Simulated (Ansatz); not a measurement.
Take TiAl (space group P4/mmm, No. 123; a = 2.8241 Å, c = 4.0748 Å; relaxed with 0.1 eV smearing) as the base. Axes: x, y, z lie along a, b, c of the conventional cell.

All numbers come from PBE/PAW in Ansatz (a program for electronic structure), without spin-orbit coupling.

For the base:

- Pressure = 0.0 GPa

Perturbation: the cell is stretched by 2.00 % along z with no lateral relaxation, atoms relaxed at fixed cell.

Task: Predict the new energy relative to the base.

Result: The energy increases by 3.4 meV/atom.

Task: Estimate the effect on the pressure.

Result: The pressure (mean of the normal stresses, compression positive) goes from zero to -2.1 GPa.

The cells carry an imposed strain or load. No phonon test of stability was made. All final runs are without spin polarisation.
